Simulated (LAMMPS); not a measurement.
Molecular dynamics of a melt made from GaN (wurtzite), 896 atoms, at 4320 K and 0 GPa, brought to that temperature within a few picoseconds.

Model: classical MD, pair style tersoff, file GaN.tersoff (LAMMPS).

Give the state found, the most common Ga-N-Ga angle, the most common N-Ga-N angle as this potential yields it.

state found: liquid; most common Ga-N-Ga angle: at the 3° bin centred on 103.5°, after smoothing over three bins (mean of all 109°); most common N-Ga-N angle: at the 3° bin centred on 103.5°, after smoothing over three bins (mean of all 109°).

Caution: at ambient pressure real GaN sublimes or decomposes before or as it melts, so this liquid is the model's. Caution: a run this short can hold a crystal over, or a liquid under, the potential's own melting point, which these runs don't give.
